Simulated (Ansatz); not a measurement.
## SrTiO₃ under load (space group P4/mmm): band-edge transport data

```yaml
crystal:
  lattice:
    - [3.87181, 0.00000, 0.00000]
    - [0.00000, 3.87181, 0.00000]
    - [0.00000, 0.00000, 3.90273]
  atoms:
    - { symbol: Sr, position: [0.00000, 0.00000, 0.00000] }
    - { symbol: Ti, position: [0.50000, 0.50000, 0.50000] }
    - { symbol: O, position: [0.50000, 0.00000, 0.50000] }
    - { symbol: O, position: [0.00000, 0.50000, 0.50000] }
    - { symbol: O, position: [0.50000, 0.50000, 0.00000] }
```

Computed with PBEsol with spin-orbit coupling, rigid bands (plane waves, PAW; Ansatz, an electronic-structure program). Condition of this run: biaxial stress xx = yy = 2 GPa (compression positive) (the target of the relaxation). How the cell was made: cell and atoms relaxed with PBEsol, then loaded as said.

The band gap is 1.84 eV and the electron conductivity mass (300 K, dilute) is 0.69 (x), 0.69 (y), 0.57 (z) mₑ. The hole conductivity mass (300 K, dilute) is 1.61 (x), 1.61 (y), 2.5 (z) mₑ. The effective density of states N_c (300 K) is 4.9e19 cm⁻³ and the effective density of states N_v (300 K) is 1.7e20 cm⁻³. The density-of-states mass, electrons comes out as 1.57 mₑ and the density-of-states mass, holes comes out as 3.5 mₑ. The Seebeck coefficient, n-type 1e19 cm⁻³, 300 K is -388 μV/K and the Seebeck coefficient, p-type 1e19 cm⁻³, 300 K comes out as 507 μV/K.

Rigid bands; masses and Seebeck coefficients take one relaxation time τ for all states and one kind of carrier; polarons and phonon drag are left out.
